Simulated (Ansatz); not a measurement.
## GaAs (model structure, started from the WC type, P-6m2, No. 187, 2 atoms in the cell): properties by level of theory

```json
[
 {"level (code)": "PBE (Ansatz)", "lattice parameter a (Å)": "3.823", "lattice parameter c (Å)": "___"},
 {"level (code)": "PBEsol (Ansatz)", "lattice parameter a (Å)": "___", "lattice parameter c (Å)": "3.227"},
 {"level (code)": "PBE-D3(BJ) (Ansatz)", "lattice parameter a (Å)": "___", "lattice parameter c (Å)": "___"},
 {"level (code)": "r²SCAN (Ansatz)", "lattice parameter a (Å)": "3.767", "lattice parameter c (Å)": "3.229"}
]
```

What belongs in the gaps?


- PBE (Ansatz, a first-principles code), lattice parameter c (Å): 3.256
- PBEsol (Ansatz), lattice parameter a (Å): 3.734
- PBE-D3(BJ) (Ansatz), lattice parameter a (Å): 3.740
- PBE-D3(BJ) (Ansatz), lattice parameter c (Å): 3.235

Ansatz's density-functional and Hartree–Fock values are scalar-relativistic unless marked +SOC, with PAW data made under PBE.

Static lattice: no zero-point or thermal effects.

A model structure was made by putting elements into a prototype or built by hand; it is no filed structure, need not be a known phase, and can be a saddle point held by its symmetry.
